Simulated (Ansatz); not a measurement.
Reference: InP (F-43m), HSE06, rigid bands (plane waves, PAW, scalar-relativistic; Ansatz, a program for electronic structure); axes and stresses refer to this cell.

```xyz
2
Lattice="0.0000 2.9390 2.9390 2.9390 0.0000 2.9390 2.9390 2.9390 0.0000" Properties=species:S:1:pos:R:3 pbc="T T T"
In     0.0000     0.0000     0.0000
P      1.4695     1.4695     1.4695
```

The Seebeck coefficient, p-type 1e19 cm⁻³ is 339 μV/K, the band gap is 1.45 eV and the electron conductivity mass comes out as 0.095 mₑ.

### Question
Change: biaxial stress in (001) of -3 GPa (compression positive). What happens to Seebeck coefficient, p-type 1e19 cm⁻³, band gap, electron conductivity mass?

### Answer
Seebeck coefficient, p-type 1e19 cm⁻³ shrinks to 179 μV/K; band gap shrinks to 1.00 eV; electron conductivity mass decreases to 0.083 mₑ.

Masses are for dilute carriers at 300 K, harmonic means over directions unless an axis is named. Seebeck coefficients are for the stated density at 300 K, with one relaxation time for all states and whether or not that doping can be reached. Spin-orbit coupling is left out unless a row names it; without it hole values are far off for these elements. Stresses and pressures are the targets of the relaxation.  The structure type is held under load, also where the real crystal would transform.
